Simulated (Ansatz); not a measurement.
Cells marked so need not be the phases stable at ambient conditions, and some may be hypothetical.

 Where the default PAW files enter, the runs use the earlier of Ansatz's two default sets.

The gap is the functional's own. No spin-orbit coupling. Mid-gap values are interpolated on the energy grid.

A. CaSnO3 (R-3, not sure to be the ambient phase, 10 atoms a cell, 13.5 Å³ an atom), along the normal of (001)
B. MgPdF₆ (R-3, not sure to be the ambient phase, 8 atoms a cell, 11.9 Å³ an atom), along the normal of (110)
C. K₂Os(Cl₂O)₂ (I4/mmm, not sure to be the ambient phase, 9 atoms a cell, 25.5 Å³ an atom, -2 GPa at this level), along the normal of (110)

Q: Put the candidates in order of mid-gap decay constant of the slowest evanescent state, highest first, for PBEsol (Ansatz, a first-principles code).

A: B (0.54 1/Å), C (0.38 1/Å), A (0.30 1/Å)
